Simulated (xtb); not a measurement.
xtb 6.7.1, GFN2-xTB: Ga(OMe)2(OSiH3) (C[O][Ga]([O]C)[O][SiH3]), 16 atoms. The geometry is a generated start, not checked to be a minimum at this level.

| Quantity | Result |
|---|---|
| run flags | --grad |
| method | GFN2-xTB |
| --acc | 1 (default) |
| --etemp (K) | 300 (default) |
| basis functions | 49 |
| valence electrons | 42 |

```xyz
16

Ga     0.2408     0.1986    -0.2878
O     -1.5143     0.4710    -0.2376
C     -2.4304     0.0851     0.7707
H     -2.7267     0.9634     1.3508
H     -3.3088    -0.3377     0.2755
H     -2.0124    -0.6609     1.4516
O      1.1956     0.7997    -1.6393
C      0.7150     1.5639    -2.7356
H      0.6204     2.6179    -2.4649
H      1.4613     1.4579    -3.5270
H     -0.2499     1.2043    -3.1015
O      1.0403    -0.6819     0.9679
Si     1.6331    -1.7226     2.0746
H      0.5290    -2.5965     2.4918
H      2.0997    -0.8840     3.1817
H      2.7072    -2.4782     1.4291
```

One run each on 1 thread. Values of broydamp tried: 0.02, 0.05, 0.1, 0.2, 0.4 (default), 0.6, 0.8, 1.

Problem. Predict the course of the SCC iterations along this series.

Solution. Fewest SCC iterations, within one of each other: 0.4 (default) with 13, 0.6 with 13, 0.8 with 13. The count rises to 22 at 0.02. All converge to one solution.

```json
[
 {"broydamp": "0.02", "SCC iterations": "22", "end": "same solution"},
 {"broydamp": "0.05", "SCC iterations": "19", "end": "same solution"},
 {"broydamp": "0.1", "SCC iterations": "17", "end": "same solution"},
 {"broydamp": "0.2", "SCC iterations": "15", "end": "same solution"},
 {"broydamp": "0.4 (default)", "SCC iterations": "13", "end": "same solution"},
 {"broydamp": "0.6", "SCC iterations": "13", "end": "same solution"},
 {"broydamp": "0.8", "SCC iterations": "13", "end": "same solution"},
 {"broydamp": "1", "SCC iterations": "15", "end": "same solution"}
]
```
